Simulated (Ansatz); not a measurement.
Consider this model of amorphous Si$_{24}$O$_{50}$Ti.

```xyz
75
Lattice="10.1301 -0.0670 -0.1627 -0.0670 10.8417 -0.4896 -0.1627 -0.4896 10.3699" Properties=species:S:1:pos:R:3 pbc="T T T"
Si     0.1160     1.0222     3.1374
Si     2.8065     7.4861     0.2453
Si     5.7600     0.4696     9.5102
Si     2.6744     2.3469     6.5581
Si     9.7707     9.2631     6.8899
Si     6.1100     1.3973     4.3862
Si     4.7394     2.5859     7.8071
Si     8.2652     6.6775     6.9394
Si     7.3183     0.0238     6.8710
Si     4.5317     8.4028     8.7450
Si     7.6978     3.7456     7.4407
Si     0.7024     9.3687     1.4232
Si     5.7214     8.1208     5.9568
Si     3.6577     2.8771     3.8760
Si     0.1809     7.1317     5.1516
Si     9.0359     2.5833    10.0335
Si     5.5479     7.6860     0.8992
Si     7.6292     1.5420     1.6666
Si     0.7897     0.0333     9.9114
Si     1.3552     4.9468     0.7713
Si     1.6169     5.0485     3.8705
Si     5.6398     9.2932     3.3513
Si     2.3844     2.2454     1.3460
Si    -0.0333     2.8969     5.6323
O      6.3075     9.6082     6.1095
O      9.8666     1.2112     9.7190
O      3.4389     3.5842     7.4233
O      8.8986     0.6147     2.1028
O      0.7541    10.1082     7.9752
O      1.0471     2.4340     6.8279
O      4.6935     7.8647     7.2023
O      8.7001     3.3292     6.1867
O      1.1163     5.3211     2.3429
O     -0.0296     4.4477     0.1136
O      6.1030     3.3289     7.2601
O      3.6347     2.1464     2.4027
O      4.6962    10.0317     8.8075
O      3.0643     7.9014     9.3027
O      5.0133     1.9376     9.3049
O      8.8832    -0.3867     6.7990
O      1.8179     6.2406    -0.1027
O      1.0243     2.0973     2.2740
O      5.1156     2.6896     4.5660
O      9.8518     1.5687     4.4340
O      7.0158     1.1508     5.7251
O      0.5771     4.0975     4.7002
O      3.9123     1.3117     7.0286
O      8.8180     8.0982     7.6324
O      0.8364    10.4174     2.6935
O      9.4942     8.3823     1.3834
O      5.1111     8.9564     1.8514
O      4.1715     6.7928     0.8491
O      7.2906     9.1364     3.2965
O      9.2305     7.0357     3.7645
O      6.9538     0.4833     8.3878
O      3.1415     4.4337     3.8059
O      8.2069     2.8829     0.9469
O      6.9583     7.0514     6.0089
O      0.4236     8.6192     5.7976
O      0.4452    10.1834     0.0517
O      8.1677     2.9257     8.7343
O      6.5893     0.8240     0.6289
O      9.5776     6.1496     6.1250
O      6.9300     1.8871     3.0777
O      2.4379     3.7275     0.6719
O      5.0533     8.1938     4.4528
O      6.8597     6.9522     1.5300
O      5.6703     7.7310     9.7355
O      1.5957     6.4890     4.6572
O      2.0490     8.4578     1.3267
O      2.3743     1.1358     0.1323
O      5.2915     0.0034     4.1253
O      7.8014     5.3569     7.7869
O      2.6313     2.1668     4.9250
Ti     8.2173     7.7948     2.4873
```

Computed with PBE, scalar-relativistic without spin-orbit coupling (plane waves to 420 eV, PAW; Ansatz, a program for electronic structure).

A CHGNet melt-quench gave the starting glass, which DFT then relaxed. O atoms were pushed apart under 1.9 Å during the dynamics, to hinder bonds among them. The hot cell started wider than the set density and was brought back towards it in steps. It is the lowest in DFT energy of 2 quenches. It is a model cell: composition and starting density were chosen by hand, and all elements were melted together. No dispersion term was used. Its density started from a set value of 2.24 and ended at 2.22 g/cm³. The simulated quench (nominally 320 K/ps over its main leg) is rapid and tends to freeze in more defects than a deposited or slowly cooled glass has. One small periodic cell is one sample of the glass; other quenches scatter about these values. Volume and shape were free in the relaxation.

Neighbours within Si-Si 2.60 Å, Si-O 1.90 Å, Si-Ti 2.78 Å, O-O 1.58 Å, O-Ti 2.49 Å, Ti-Ti 3.12 Å count as bonded. Two cations that share two anions don't count as bonded, nor two that share one unless they lie closer than Si-Si 2.38 Å, Si-Ti 2.71 Å, Ti-Ti 3.04 Å.

Question: Give the coordination numbers, mean bond lengths and angles.

Answer: 
```
Quantity                                                         Result
---------------------------------  ------------------------------------
Mean coordination of Si by anions                      4.00 (24 with 4)
Mean coordination of O                                 2.00 (50 with 2)
Mean coordination of Ti by anions                       4.00 (1 with 4)
Mean Si-O bond                     1.640 Å (spread 0.018 Å, 96 counted)
Mean O-Ti bond                      1.817 Å (spread 0.029 Å, 4 counted)
Bond angle at Si                               mean 109.5°, spread 5.7°
Bond angle at O                               mean 134.6°, spread 15.2°
Bond angle at Ti                               mean 109.5°, spread 8.7°
```

Question: List the pairs of like atoms that count as bonded by the rules above.

Answer: There are none by these rules.
